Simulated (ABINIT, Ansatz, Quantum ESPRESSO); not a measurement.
**La3Mg (I4/mmm, 4 atoms in the cell) computed with different codes at matched settings**

Self-consistent single point.

```
La3Mg
1.0
   -2.52641     2.52641     5.22940
    2.52641    -2.52641     5.22940
    2.52641     2.52641    -5.22940
La Mg
3 1
Cartesian
  0.00000   0.00000   5.22940
  2.52641   0.00000   2.61470
  0.00000   2.52641   2.61470
  0.00000   0.00000   0.00000
```

Shared settings, as Ansatz (a program for electronic structure) writes them: kpoints.mp_grid.grid = 5 5 5; scf.occupations.method = gaussian; scf.occupations.width = 0.01 Ry. Potentials and cutoffs stand in the table.

```json
[
 {"code": "ABINIT", "model": "LDA (PW92), PAW (JTH v2.0 LDA PAW)", "pressure (GPa)": "-3.13", "cutoff": "26 Ha"},
 {"code": "Ansatz", "model": "LDA (PW92), PAW files made with PBE", "pressure (GPa)": "-3.24", "cutoff": "30.9 Ry"},
 {"code": "Quantum ESPRESSO", "model": "LDA (PZ), GBRV 1.5 ultrasoft (LDA) pseudopotentials", "pressure (GPa)": "-3.10", "cutoff": "40 Ry"}
]
```

The spread over the programs that give each value: pressure within 0.14 GPa.

Ansatz's pressure is given at a fixed set of plane waves, as the other plane-wave codes print theirs. The same LDA comes in different parametrisations, which differ slightly.

On the base mesh (6 6 6) the same programs gave: Ansatz pressure -3.21 GPa; Quantum ESPRESSO pressure -3.08 GPa; ABINIT pressure -3.10 GPa.

The starting cell comes from a database of computed structures (which also holds hypothetical and non-ambient phases and stackings), without a prior relaxation at this level.

Left out of this page: Elk and FLEUR (not drawn, or without a comparable value).

Keys are those of Ansatz 0.2.
